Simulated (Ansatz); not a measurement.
The parent structure is Pd in the fcc (Cu type) structure (space group Fm-3m, No. 225; a = 3.943 Å).

Levels (all Ansatz, a first-principles code, PAW): PBE (420 eV, no spin-orbit coupling); r2SCAN (500 eV, scalar-relativistic without spin-orbit coupling).

The geometry is relaxed with PBE.

```
Item           Result
------------  -------
PBE pressure  0.0 GPa
```

Question: How does going to r2SCAN change the pressure?

Answer: The pressure goes from zero to -4.5 GPa.

Single points use the geometry relaxed with PBE. Their cutoffs differ, which shifts pressures a little. Stability against distortions was not tested. All final runs are without spin polarisation. Pd has a high density of states at the Fermi level and may be magnetic at this level.
